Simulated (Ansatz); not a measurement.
Consider MgF₂ in the rutile structure (space group P4_2/mnm, No. 136; a = 4.639 Å, c = 3.062 Å).

Structures relaxed with PBEsol (Ansatz, a quantum-chemistry and plane-wave program), no spin-orbit coupling.

Base:

Simulated powder pattern, Cu Kα, λ = 1.54184 Å (kinematic, ideal powder, no thermal factors, no anomalous dispersion; the 10 strongest lines at most, above 2 %, up to 2θ = 90°):

```tsv
2θ (°)	I/Imax (%)	hkl
27.19	100	(110)
35.11	18	(101)
40.29	88	(111)
43.63	29	(210)
53.34	77	(211)
56.07	30	(220)
60.46	19	(002)
67.51	13	(112)
67.91	41	(301)
87.07	13	(222)
```

After one change:

Simulated powder pattern, Cu Kα, λ = 1.54184 Å (kinematic, ideal powder, no thermal factors, no anomalous dispersion; the 10 strongest lines at most, above 2 %, up to 2θ = 90°):

| 2θ (°) | I/Imax (%) |
|---|---|
| 27.97 | 100 |
| 35.98 | 19 |
| 41.34 | 89 |
| 44.93 | 27 |
| 54.86 | 76 |
| 57.81 | 30 |
| 61.92 | 19 |
| 69.28 | 13 |
| 70.00 | 39 |
| 89.81 | 14 |

Which of these changes matches the shifts?
A. pressure 9 GPa
B. pressure 15 GPa
C. pressure 22.5 GPa
D. pressure 0.9 GPa

A, pressure 9 GPa. Its volume per atom is 10.16 Å³ against 10.98 Å³, and its space group is P4_2/mnm (No. 136).

Load acts through the strain it causes; cell and atoms are relaxed under it. Stability against distortions was not tested. No other phases were tried under pressure.
